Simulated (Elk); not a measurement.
## Input and output of a self-consistent single point for CdS (P6_3mc, 4 atoms in the cell) (Elk)

Level of theory: revPBE, all-electron FP-LAPW, Elk's shipped species files, APW+lo basis with extra local orbitals (Elk).

This input was run:

```
tasks
  0

xctype
  21

rgkmax
  7.5

gmaxvr
  16.0

nxlo
  2

lorbcnd
  .true.

lmaxi
  3

swidth
  0.00367493

maxscl
  100

avec
    7.8177968734    0.0000000242    0.0000000000
   -3.9088984576    6.7704106819    0.0000000000
    0.0000000000    0.0000000000   12.6883770912

atoms
  2
  'Cd.in'
  2
  0.6666666667  0.3333333333  0.0000000000    0.0 0.0 0.0
  0.3333333333  0.6666666667  0.5000000000    0.0 0.0 0.0
  'S.in'
  2
  0.6666666667  0.3333333333  0.3750000000    0.0 0.0 0.0
  0.3333333333  0.6666666667  0.8750000000    0.0 0.0 0.0

ngridk
  4 4 2
```

Output (repeated stretches shortened):

```
│ Elk code version 10.2.4 │

All units are atomic (Hartree, Bohr, etc.)

│ Ground-state run starting from atomic densities │

Lattice vectors :
   7.817796873      0.2420000000E-07   0.000000000
  -3.908898458       6.770410682       0.000000000
   0.000000000       0.000000000       12.68837709

Unit cell volume      :    671.5919365
Brillouin zone volume :   0.3693466225

Muffin-tin inner radius fraction :   0.1000000000E-01

Nuclei treated as point charges

Species :    1 (Cd)
 parameters loaded from : Cd.in
 name : cadmium
 nuclear charge    :   -48.00000000
 electronic charge :    48.00000000
 atomic mass :    204912.7175
 muffin-tin radius :    2.550243263
 number of radial points in muffin-tin :    597
 atomic positions (lattice), magnetic fields (Cartesian) :
   1 :   0.00000000  0.00000000  0.00000000    0.00000000  0.00000000  0.00000000
   2 :   0.66666667  0.33333333  0.50000000    0.00000000  0.00000000  0.00000000

Species :    2 (S)
 parameters loaded from : S.in
 name : sulphur
 nuclear charge    :   -16.00000000
 electronic charge :    16.00000000
 atomic mass :    58450.91926
 muffin-tin radius :    2.157898146
 number of radial points in muffin-tin :    397
 atomic positions (lattice), magnetic fields (Cartesian) :
   1 :   0.00000000  0.00000000  0.37500000    0.00000000  0.00000000  0.00000000
   2 :   0.66666667  0.33333333  0.87500000    0.00000000  0.00000000  0.00000000

Total number of atoms per unit cell :    4

Spin treatment :
 spin-unpolarised

Number of Bravais lattice symmetries :   24
Number of crystal symmetries         :   12
Crystal has no inversion symmetry
Complex Hermitian eigensolver will be used

k-point grid :      4     4     2
k-point offset :    0.000000000       0.000000000       0.000000000
k-point set is reduced with full crystal symmetry group
Total number of k-points :        8

Muffin-tin radius times maximum |G+k| :    7.500000000
 using average radius
Maximum |G+k| for APW functions       :    3.185970577
Maximum (1/2)|G+k|²                   :    5.075204257
Maximum |G| for potential and density :    16.00000000
 potential will be trimmed for |G| > 2 gkmax
Constant for pseudocharge density :   10
Radial integration step length :    4

G-vector grid sizes :     40    40    70
Number of G-vectors :    46469

Maximum angular momentum used for
 APW functions                      :    8
 outer part of muffin-tin           :    6
 inner part of muffin-tin           :    3

Total nuclear charge    :   -128.0000000
Total core charge       :    80.00000000
Total valence charge    :    48.00000000
Total excess charge     :    0.000000000
Total electronic charge :    128.0000000

Effective Wigner radius, rₛ :    1.077959137

Number of empty states         :   16
Total number of valence states :   40
Total number of core states    :   80

Conduction state local-orbitals added automatically
Total number of local-orbitals :  296

Exchange-correlation functional :     21     0     0
 Revised PBE, Zhang-Yang, Phys. Rev. Lett. 80, 890 (1998)
 gradient requirement :    1
 generalised gradient approximation (GGA)

Smearing type :    3
 Fermi-Dirac
Smearing width :   0.3674930000E-02
Effective electronic temperature (K) :    1160.451112

Mixing type :    3
 Broyden mixing, J. Phys. A: Math. Gen. 17, L317 (1984)

Kohn-Sham potential initialised from atomic data

│ Self-consistent loop started │
│ Loop number : 1 │
 total energy                :     -11996.8263052
│ Loop number : 2 │
 total energy                :     -11996.9723662
RMS change in Kohn-Sham potential (target) :   0.6243073350     (  0.1000000000E-05)
Absolute change in total energy (target)   :   0.1460610615     (  0.1000000000E-03)
│ Loop number : 3 │
 total energy                :     -11995.7425340
RMS change in Kohn-Sham potential (target) :   0.5585658270     (  0.1000000000E-05)
Absolute change in total energy (target)   :    1.193316987     (  0.1000000000E-03)
│ Loop number : 4 │
 total energy                :     -11992.8679279
RMS change in Kohn-Sham potential (target) :   0.2487252275     (  0.1000000000E-05)
Absolute change in total energy (target)   :    3.172935312     (  0.1000000000E-03)
│ Loop number : 5 │
 total energy                :     -11991.6818304
RMS change in Kohn-Sham potential (target) :   0.8045483691E-01 (  0.1000000000E-05)
Absolute change in total energy (target)   :    1.979331319     (  0.1000000000E-03)
│ Loop number : 6 │
 total energy                :     -11991.4572072
RMS change in Kohn-Sham potential (target) :   0.2028915900E-01 (  0.1000000000E-05)
Absolute change in total energy (target)   :   0.7194560558     (  0.1000000000E-03)
│ Loop number : 7 │
 total energy                :     -11991.4390485
RMS change in Kohn-Sham potential (target) :   0.2653158565E-02 (  0.1000000000E-05)
Absolute change in total energy (target)   :   0.1980227325     (  0.1000000000E-03)
│ Loop number : 8 │
 total energy                :     -11991.4886832
RMS change in Kohn-Sham potential (target) :   0.4884085587E-03 (  0.1000000000E-05)
Absolute change in total energy (target)   :   0.1289895954E-03 (  0.1000000000E-03)
│ Loop number : 9 │
 total energy                :     -11991.4680410
RMS change in Kohn-Sham potential (target) :   0.2363245756E-03 (  0.1000000000E-05)
Absolute change in total energy (target)   :   0.2060994383E-01 (  0.1000000000E-03)
│ Loop number : 10 │
 total energy                :     -11991.4544931
RMS change in Kohn-Sham potential (target) :   0.1122576046E-03 (  0.1000000000E-05)
Absolute change in total energy (target)   :   0.1870037225E-01 (  0.1000000000E-03)
│ Loop number : 11 │
 total energy                :     -11991.4464218
RMS change in Kohn-Sham potential (target) :   0.2160826495E-04 (  0.1000000000E-05)
Absolute change in total energy (target)   :   0.1274632167E-01 (  0.1000000000E-03)
│ Loop number : 12 │
 total energy                :     -11991.4448921
RMS change in Kohn-Sham potential (target) :   0.1090095635E-04 (  0.1000000000E-05)
Absolute change in total energy (target)   :   0.4716279118E-02 (  0.1000000000E-03)
│ Loop number : 13 │
 total energy                :     -11991.4439908
RMS change in Kohn-Sham potential (target) :   0.1480234498E-05 (  0.1000000000E-05)
Absolute change in total energy (target)   :   0.2080406312E-02 (  0.1000000000E-03)
│ Loop number : 14 │
 total energy                :     -11991.4438999
RMS change in Kohn-Sham potential (target) :   0.6537436994E-06 (  0.1000000000E-05)
Absolute change in total energy (target)   :   0.6110110444E-03 (  0.1000000000E-03)
│ Loop number : 15 │
 total energy                :     -11991.4438864
RMS change in Kohn-Sham potential (target) :   0.1461633415E-06 (  0.1000000000E-05)
Absolute change in total energy (target)   :   0.1662934064E-03 (  0.1000000000E-03)
│ Loop number : 16 │
 total energy                :     -11991.4438762
RMS change in Kohn-Sham potential (target) :   0.5650470355E-07 (  0.1000000000E-05)
Absolute change in total energy (target)   :   0.5170792792E-04 (  0.1000000000E-03)
Convergence targets achieved

│ Loop number : 17 │

Energies :
 Fermi                       :     0.135506827398
 sum of eigenvalues          :     -7172.46901942
 electron kinetic            :      12536.4579291
 core electron kinetic       :      12139.3145454
 Coulomb                     :     -24166.1244339
 Coulomb potential           :     -19238.5756594
 nuclear-nuclear             :     -1007.37911268
 electron-nuclear            :     -27078.9149830
 Hartree                     :      3920.16966185
 Madelung                    :     -14546.8366042
 xc potential                :     -470.351289134
 exchange                    :     -355.436333082
 correlation                 :     -6.34102731744
 electron entropic           :    -0.101591013132E-04
 total energy                :     -11991.4438754

Density of states at Fermi energy :   0.9873756631E-01
 (states/Hartree/unit cell)

Estimated indirect band gap :   0.4685392837E-01
 from k-point      1 to k-point      1
Estimated direct band gap   :   0.4685392837E-01
 at k-point      1

Charges :
 core                        :    80.00000000
 valence                     :    48.00000000
 interstitial                :    6.027834242
 muffin-tins (core leakage)
  species :    1 (Cd)
   atom    1                 :    46.57356324     (  0.3262127597E-03)
   atom    2                 :    46.57356324     (  0.3262127597E-03)
  species :    2 (S)
   atom    1                 :    14.41251964     (  0.9125213599E-04)
   atom    2                 :    14.41251964     (  0.9125213599E-04)
 total in muffin-tins        :    121.9721658
 total calculated charge     :    127.9908058
 total charge                :    128.0000000
 error                       :   0.9194164335E-02

│ Self-consistent loop stopped │
```

The run converged in 17 iterations. The count includes the last loop, which Elk runs after its targets are met.

The starting cell comes from a database of published, mostly measured structures (it also holds non-ambient and calculated ones), without a prior relaxation at this level. Values depend on the basis (sphere radii, cutoffs, local orbitals), which need not be converged.
